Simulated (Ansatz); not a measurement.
A calculation on AlCr2C (P6₃/mmc, No. 194, 8 atoms in the cell; start mp-9956) returned lattice constant a 2.840 Å, lattice parameter c 12.704 Å, equilibrium volume per atom 11.10 Å³/atom.

Which level of theory produced these numbers?
A. LDA (Ansatz, a first-principles code)
B. PBE (Ansatz)
C. r²SCAN+rVV10 (Ansatz)
D. r²SCAN-D4 (Ansatz)

B, PBE (Ansatz)

The others give: r²SCAN-D4 2.814 Å, 12.601 Å, 10.80 Å³/atom; r²SCAN+rVV10 2.816 Å, 12.618 Å, 10.83 Å³/atom; LDA 2.791 Å, 12.478 Å, 10.52 Å³/atom.

Unless a cell is named, each level is at its own relaxed cell (LDA 10.52, PBE 11.10, r²SCAN-D4 10.80, r²SCAN+rVV10 10.83 Å³/atom).

The crystal itself was run without spin with r²SCAN-D4, r²SCAN+rVV10, LDA, PBE; a magnetic state was not tried in these runs.

Caveats: the relaxation could not lower the start's symmetry, so the cell can be a saddle point above a distorted one (r²SCAN-D4, r²SCAN+rVV10, LDA, PBE). Ansatz's density-functional and Hartree–Fock values are scalar-relativistic unless marked +SOC, with PAW data made under PBE.

A start named mp-… is a Materials Project structure, which need not be a measured phase.
